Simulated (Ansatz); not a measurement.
What isotropic strain −1.40 % does to hypothetical P6/mmm CsV3Sb5

Consider CsV₃Sb₅ (space group P6/mmm, No. 191; a = 5.441 Å, c = 9.130 Å; a hypothetical phase, not in the database extracts checked).

One thing is altered: every lattice vector is shortened by 1.40 %; the atoms relax in the strained cell.

Calculations: PBE-D3(BJ) (Ansatz, an electronic-structure program, PAW, no spin-orbit coupling). Settings: 10×10×5 k-points, 0.05 eV Fermi–Dirac smearing.

- Volume per atom = 24.93 Å³ (base 26.01 Å³)
- Space group = P6/mmm (No. 191) (base P6/mmm (No. 191))
- Shortest interatomic distance = 5.069 bohr (base 5.141 bohr)
- Energy relative to the base (free energy F) = +7.1 meV/atom
- Band gap = zero (base zero)
- Largest internal atomic displacement = 0.044 Å

Cost of the whole job for the changed cell (relaxation, final SCF and bands): roughly 3 core-minutes.

Stability against distortions was not tested. Starting moments died away, wholly or in part, for the base; another magnetic solution may exist. The final runs are not spin-polarised. An odd electron count without spin: CsV3Sb5. CsV3Sb5 has a high density of states at the Fermi level and may be magnetic at this level.
